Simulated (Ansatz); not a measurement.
## A self-consistent single point of Hf (P6_3/mmc, 4 atoms in the cell) with Ansatz

Level of theory: PBE (plane waves, PAW; Ansatz, a program for electronic structure).

Input:

Ansatz 0.2 input:
```yaml
# Hf
crystal:
  lattice:
    - [3.12074600, 0.00000000, 0.00000000]
    - [-1.56037300, 2.70264500, 0.00000000]
    - [0.00000000, 0.00000000, 10.04102200]
  atoms:
    - { symbol: Hf, position_ang: [0.00000000, 0.00000000, 0.00000000] }
    - { symbol: Hf, position_ang: [0.00000000, 0.00000000, 5.02051100] }
    - { symbol: Hf, position_ang: [-0.00000156, 1.80176423, 2.51025550] }
    - { symbol: Hf, position_ang: [1.56037456, 0.90088077, 7.53076650] }
basis:
  ecutwfc: 420.0
kpoints:
  mp_grid: { grid: [8, 8, 3] }
hamiltonian:
  xc: pbe
  pseudopotentials: { kind: paw }
scf:
  occupations: { method: cold, width: 0.1 }
output:
  forces: true
  eigenvalues: true
  stress: true
```

Output (repeated stretches shortened):

```
WARN the atoms were moved onto the symmetric positions of the space group found under crystal.symmetry.tolerance 1.0e-5 (fractional …
WARN ansatz: RAYON_NUM_THREADS=1 ignored (pool sized by the plan → 1); use --threads N
Pseudopotentials: kind: paw
Pseudopotential: Hf, paw, valence charge 26
Crystal: 4 atoms, lattice volume = 84.689 Å³
Basis set: ecut = 420 eV, 1653 PW (Γ), exchange–correlation on 48×48×144 points (8 copies of the dense FFT grid, shifted against one another)
Bands: 63, of which v1, the nominal top of the filled ones, is band 52 counted from 1 (51 counted from 0)
Symmetry: 24 space group operations
Space group: P63/mmc (ITA 194), of the structure as read, at distance tolerance 4.4e-5 Å
k-points: 20 of 192
Initial density: superposition of atomic densities (neutral atoms: chi_scale 0, normalization atom), corrected by the library's trained network
Initial wavefunctions: pseudopotential atomic-orbital guess
Eigensolver: davidson
Functional: x = pbe(κ = 0.804, μ = 0.2195149727645171), c = pbe(β = 0.06672455060314922)
SCF iter   1: F=—  HF=-62885.095587 eV  |F-HF|=—  |Δ(HF+E_count)|=         —  Δρ=5.10e-3  dr2=6.71e-2  ethr=1.77e-3  ⟨swp⟩=4.8  Hψ=3641  notcnv=0  defer=6
all-band conjugate gradients solve this SCF's bands
preconditioner: auto → Kerker (q_TF=auto, 2.823 Å⁻¹)
SCF iter   2: F=—  HF=-62885.089406 eV  |F-HF|=—  |Δ(HF+E_count)|=   6.18e-3  S|Δr|=    0.00e0  Δρ=2.63e-3  dr2=8.16e-3  ethr=6.45e-5  ⟨swp⟩=1.2  Hψ=1467  notcnv=0  defer=10
SCF iter   3: F=—  HF=-62885.088620 eV  |F-HF|=—  |Δ(HF+E_count)|=   7.85e-4  S|Δr|=    0.00e0  Δρ=1.11e-3  dr2=1.40e-3  ethr=7.85e-6  ⟨swp⟩=2.0  Hψ=1846  notcnv=0  defer=10
SCF iter   4: F=—  HF=-62885.088282 eV  |F-HF|=—  |Δ(HF+E_count)|=   3.38e-4  S|Δr|=    0.00e0  Δρ=6.24e-4  dr2=4.51e-4  ethr=1.35e-6  ⟨swp⟩=2.1  Hψ=2002  notcnv=0  defer=10
SCF iter   5: F=—  HF=-62885.088174 eV  |F-HF|=—  |Δ(HF+E_count)|=   1.08e-4  S|Δr|=    0.00e0  Δρ=1.67e-4  dr2=2.31e-5  ethr=4.33e-7  ⟨swp⟩=2.8  Hψ=2128  notcnv=0  defer=10
SCF iter   6: F=—  HF=-62885.088198 eV  |F-HF|=—  |Δ(HF+E_count)|=   2.38e-5  S|Δr|=    0.00e0  Δρ=4.20e-5  dr2=1.54e-6  ethr=2.22e-8  ⟨swp⟩=2.0  Hψ=2223  notcnv=0  defer=10
SCF iter   7: F=—  HF=-62885.088196 eV  |F-HF|=—  |Δ(HF+E_count)|=   1.32e-6  S|Δr|=    0.00e0  Δρ=2.90e-5  dr2=4.96e-7  ethr=1.48e-9  ⟨swp⟩=2.1  Hψ=2268  notcnv=0  defer=10
SCF iter   8: F=-62885.088196 eV  HF=-62885.088196 eV  |F-HF|=5.12e-8  |Δ(HF+E_count)|=   3.28e-7  S|Δr|=    0.00e0  Δρ=7.47e-6  dr2=4.64e-8  ethr=9.62e-11  ⟨swp⟩=8.2  Hψ=6434  notcnv=0
SCF 1 converged in 8 iterations: F = -62885.088196 eV  dr2 = 4.64e-8
SCF converged after 8 iterations
Stability not checked (fill_not_monotonic)
Free energy (F): -62885.088196 eV
Harris-Foulkes:  -62885.088196 eV  (|F-HF|=5.12e-8)
Internal energy: -62885.079520 eV  (E = F + TS)
E sigma→0 (E₀):  -62885.085304 eV
Entropy (-TS):   -0.008676 eV (-2.169 meV/atom)
Fermi energy:    21.043329 eV
--- Per-component energies (eV) ---
  E_band       = 284.152061
  E_kinetic    = 1706.325979
  E_local      = -19687.110788  (includes V_loc(G=0)·N_el)
  E_nonlocal   = -4976.275772
  E_hartree    = 9314.232272
  E_xc         = -1203.960534
  E_vxc        = -1069.416480  (∫ρ·V_xc dr)
  E_paw        = -27713.644058  (= ΣΔE_a)
  E_vpaw       = 5682.175049  (= ΣTr[D̂ρ^β])
  E_aug_tail   = -0.000005  (compensation charges beyond the density's cutoff)
  E_ewald      = -20324.646614
  E_smearing   = -0.008676  (= −TS)
  E_closure    = -0.000000  (closes the sum)
  Σ components = -62885.088196   (vs F -62885.088196, Δ=0.00e0)
--- Forces (eV/Å), atoms counted from 1 ---
  atom   1  Hf     0.00000000     0.00000000    -0.00000000
   [... zero for the other atoms too ...]
  max |Σ_I F_I| component: 3.70e-17 eV/Å
--- Stress (GPa, compression-positive) ---
        8.811098       0.000000       0.000000
        0.000000       8.811098       0.000000
        0.000000       0.000000       7.086145
  P = ⅓ Tr σ = 8.2361 GPa (82.361 kbar)
  The stress holds the Pulay correction. Without it, at fixed plane waves, as pw.x and ABINIT print it: P = 8.1882 GPa
--- Band table (eV; the first three rows and the last of 20) ---
  k-point 0: bands = ["-40.6524", "-40.6268", "-40.5818", "-40.5558", "-9.8689", "-9.3852", "-9.3833", "-9.0167", "-9.0167", "-8.9745", "-8.9745", "-8.9031", "-8.9031", "-8.8608", "-8.8600", "-8.8600", "9.3817", "9.3883", "9.3967", "9.4077", [...]
  k-point 1: bands = ["-40.6475", "-40.6353", "-40.5732", "-40.5608", "-9.8059", "-9.6309", "-9.1279", "-9.0086", "-9.0086", "-8.9886", "-8.9886", "-8.9335", "-8.8888", "-8.8888", "-8.8683", "-8.8683", "9.3829", "9.3859", "9.4021", "9.4105", [...]
  k-point 2: bands = ["-40.6426", "-40.6194", "-40.5745", "-40.5511", "-9.8214", "-9.4088", "-9.3995", "-9.1209", "-9.0501", "-9.0481", "-8.9995", "-8.9785", "-8.9689", "-8.9281", "-8.8799", "-8.8764", "9.3908", "9.3972", "9.4007", "9.4080", [...]
  k-point 19: bands = ["-40.5720", "-40.5716", "-40.5265", "-40.5261", "-9.6915", "-9.6437", "-9.5943", "-9.5825", "-9.4341", "-9.3869", "-9.3750", "-9.2743", "-9.2032", "-9.1182", "-9.0728", "-9.0651", "9.4050", "9.4063", "9.4133", "9.4156", [...]
```

The run converged in 8 iterations.

The starting cell was generated: these elements placed on a structure prototype, without a prior relaxation; it need not be a known phase or ordering of this composition. Its lattice was rescaled by a random factor within 2.5 % of one. Spin-orbit coupling is off. With a pressure of about 8 GPa the cell is away from its equilibrium volume at this level. Ansatz's pressure includes its estimate of the finite-basis (Pulay) stress.
